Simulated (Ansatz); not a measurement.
# SnO (model structure, F-43m, No. 216, 2 atoms in the cell): properties by level of theory

| level (code) | equilibrium lattice constant a (Å) | cohesive energy (eV/atom) |
|---|---|---|
| LDA (Ansatz) | 5.321 | 4.87 |
| PBEsol (Ansatz) | … | … |
| PBE-D3(BJ) (Ansatz) | 5.429 | … |
| r²SCAN (Ansatz) | 5.409 | 3.77 |
| r²SCAN+rVV10 (Ansatz) | 5.379 | … |

Problem. What belongs in the gaps?

Solution. 
- PBEsol (Ansatz, a program for electronic structure), equilibrium lattice constant a (Å): 5.375
- PBEsol (Ansatz), cohesive energy (eV/atom): 4.30
- PBE-D3(BJ) (Ansatz), cohesive energy (eV/atom): 4.15
- r²SCAN+rVV10 (Ansatz), cohesive energy (eV/atom): 3.93

Caveats: a distance lies near a switch of the dispersion term, which can move the cell (PBE-D3(BJ)). Ansatz's density-functional and Hartree–Fock values are scalar-relativistic unless marked +SOC, with PAW data made under PBE.

Free atoms are spin-polarised, in the lowest state found; at levels without +SOC their spin–orbit coupling is left out.

The computed numbers hold no vibrational or temperature effects.

A model structure was made by putting elements into a prototype or built by hand; it is no filed structure, need not be a known phase, and can be a saddle point held by its symmetry.
